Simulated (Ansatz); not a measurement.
**Zn on the W site (bcc W host)**

Method: PBE, PAW (plane waves to 420 eV; Ansatz, a first-principles code). Details: 54-site cell; 4×4×4 shifted k-points; start: the W site; no spin–orbit coupling; energies good to tenths of an eV; the relaxation kept the symmetry of the starting site.

Neighbours after relaxation, in Å: of the Zn atom: W 2.78, W 2.78, W 2.78, W 2.78, W 2.78, W 2.78, W 2.78, W 2.78 (the shell may go on).

Formation energies E_f are those of the neutral cell. Chemical conditions: host crystal and elements as references (Δμ(W) = 0.00 eV, Δμ(Zn) = 0.00 eV; Zn taken from its element, since no compound that bounds it was computed at this level; only phases computed here count, gases as isolated molecules at 0 K). Reference phases: W: bcc W, Zn: hcp Zn.

| charge | moment (μB) | point group | largest move off a lattice site (Å) | E_f, host crystal and elements as references (eV) |
|---|---|---|---|---|
| 0 | not spin-polarised | Oh | 0.03 | 0.94 |

Point groups are those of the whole cell at tolerances of 0.03 and 0.1 Å ("near" where only the looser one holds); none is given for unsettled states.

All states together cost about 13 core-minutes (a rough figure).
